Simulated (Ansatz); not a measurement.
The parent structure is CdSe in the zinc blende structure (space group F-43m, No. 216; a = 6.133 Å). Axes: x, y, z lie along the cube axes.

Computed with r2SCAN in Ansatz (plane waves to 500 eV, PAW, no SOC), earlier PAW set.

Base values:

```
Quantity                                    Result
-----------------------------  -------------------
Valence-band top at Γ          0.00, 0.00, 0.00 eV
Shortest interatomic distance             265.6 pm
Band gap                                   1.03 eV
```

Modification: uniaxial strain ε_xx = +0.28 %, all other strain components held at zero; the atoms relax in the strained cell.

Question: Estimate the effect on the valence-band top at Γ.

Answer: The valence-band top at Γ (three highest levels, from the VBM) becomes 0.00, 0.00, -0.01 eV (base: 0.00, 0.00, 0.00 eV).

Question: Predict the new stress.

Answer: The stress (xx, yy, zz, yz, xz, xy; compression positive) comes out as (-0.17, -0.12, -0.12, 0.00, 0.00, 0.00) GPa.

Question: Estimate the effect on the shortest interatomic distance.

Answer: The shortest interatomic distance grows by 0.2 pm (265.6 pm → 265.8 pm).

Question: Predict the new band gap.

Answer: The band gap stays essentially unchanged (1.03 eV against 1.02 eV).

No phonon test of stability was made.

Ansatz is an electronic-structure program.
